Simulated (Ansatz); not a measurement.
The structure below was relaxed with PBEsol (Ansatz, a quantum-chemistry and plane-wave program, PAW, without spin-orbit coupling).

Space group P-4m2 (No. 115); a = b = 3.1424 Å, c = 10.8123 Å, α = β = γ = 90.00°

```json
[
 {"atom": "P", "site": "2g", "symmetry": "2mm.", "x": "0.0000", "y": "0.5000", "z": "0.3160"},
 {"atom": "P", "site": "2g", "symmetry": "2mm.", "x": "0.5000", "y": "0.0000", "z": "0.1048"},
 {"atom": "B", "site": "1a", "symmetry": "-4m2", "x": "0.0000", "y": "0.0000", "z": "0.0000"},
 {"atom": "B", "site": "2f", "symmetry": "2mm.", "x": "0.5000", "y": "0.5000", "z": "0.2120"},
 {"atom": "Li", "site": "1d", "symmetry": "-4m2", "x": "0.0000", "y": "0.0000", "z": "0.5000"}
]
```

Task: Write out a cell with all atoms.

Result: 
```xyz
8
Lattice="3.1424 0.0000 0.0000 0.0000 3.1424 0.0000 0.0000 0.0000 10.8123" Properties=species:S:1:pos:R:3 pbc="T T T"
P      1.5712     0.0000     7.3958
P      0.0000     1.5712     3.4166
P      1.5712     0.0000     1.1333
P      0.0000     1.5712     9.6790
B      0.0000     0.0000     0.0000
B      1.5712     1.5712     8.5196
Li     0.0000     0.0000     5.4062
B      1.5712     1.5712     2.2927
```
This is the conventional cell.

Each cell is one ordered arrangement of few atoms, which overstates ordering effects compared with a random alloy. Stability against distortions was not tested. All final runs are without spin polarisation. The cell was made from BP by this change: x(Li) = 0.25, 8 atoms, P-4m2. Under x(Li) = 0.25, 8 atoms, P-4m2 the cell changed shape so far that it is another structure.
